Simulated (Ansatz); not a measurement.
The starting structures come from a database of crystals and need not be the phases stable at ambient conditions.

By PBEsol, the system below comes out a metal.

Without scattering a metal conducts by its projected Fermi surface.

Here is the system:

```
Cu3Si
1.0
    4.07458     0.00000     0.00000
    0.00000     8.89420     0.00000
    0.00000     4.44710     2.56753
Si Cu
2 6
Direct
  0.25000   0.66667   0.00000
  0.75000   0.33333   0.00000
  0.75000   0.83204   0.50388
  0.25000   0.16796   0.49612
  0.25000   0.16796   0.00000
  0.75000   0.83204   0.00000
  0.75000   0.33592   0.49612
  0.25000   0.66408   0.50388
```

Space group of this cell: P6_3/mmc. The cell is taken as given; by PBEsol its mean pressure is -1.1 GPa.

The current flows along the normal of the first two printed cell vectors, the (110) plane of the conventional cell. No spin-orbit coupling; the value is a mean over 0.1 eV about the Fermi level.

**Question.** Predict the ballistic conductance per area from PBEsol run with Ansatz (a quantum-chemistry and plane-wave program).

**Answer.** 0.85 × 10¹⁵ S/m² for both spins.
